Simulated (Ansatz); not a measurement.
## Effect of uniaxial strain ε_zz = −1.50 % on LiCl

The reference is LiCl in the rock salt structure (space group Fm-3m, No. 225; a = 5.064 Å). Axes: x, y, z lie along the cube axes.

One thing is altered: uniaxial strain ε_zz = −1.50 %, all other strain components held at zero, atoms relaxed at fixed cell.

Method: Ansatz (a program for electronic structure) PBEsol, no spin-orbit coupling. k-mesh 11×11×11 (Γ-centred); smearing 0.05 eV (Fermi–Dirac).

```json
[
 {"quantity": "volume per atom", "base": "16.23 Å³", "changed": "15.99 Å³", "shift": "-0.24 Å³"},
 {"quantity": "space group", "base": "Fm-3m (No. 225)", "changed": "I4/mmm (No. 139)", "shift": "–"},
 {"quantity": "shortest interatomic distance", "base": "2.532 Å", "changed": "2.494 Å", "shift": "-0.038 Å"},
 {"quantity": "energy relative to the base (free energy F)", "base": "0 meV/atom", "changed": "+0.8 meV/atom", "shift": "+0.8 meV/atom"},
 {"quantity": "pressure (mean of the normal stresses, compression positive)", "base": "0.00 GPa", "changed": "0.57 GPa", "shift": "+0.57 GPa"},
 {"quantity": "band gap", "base": "6.35 eV", "changed": "6.43 eV", "shift": "+0.08 eV"},
 {"quantity": "gap character", "base": "direct at Γ", "changed": "direct at Γ", "shift": "–"},
 {"quantity": "electron mass", "base": "0.46 mₑ (at Γ)", "changed": "0.46 mₑ (at Γ)", "shift": "–"},
 {"quantity": "stress (xx, yy, zz, yz, xz, xy; compression positive)", "base": "–", "changed": "(0.33, 0.33, 1.04, 0.00, 0.00, 0.00) GPa", "shift": "–"}
]
```

Final structure:

```
LiCl
1.0
    0.00000     2.53210     2.49412
    2.53210     0.00000     2.49412
    2.53210     2.53210     0.00000
Li Cl
1 1
Cartesian
  0.00000   0.00000   0.00000
  2.53210   2.53210   2.49412
```

Masses are band curvatures over ±0.01 Å⁻¹ around the edge. Stability against distortions was not tested. k-point labels follow each cell's own Brillouin zone.
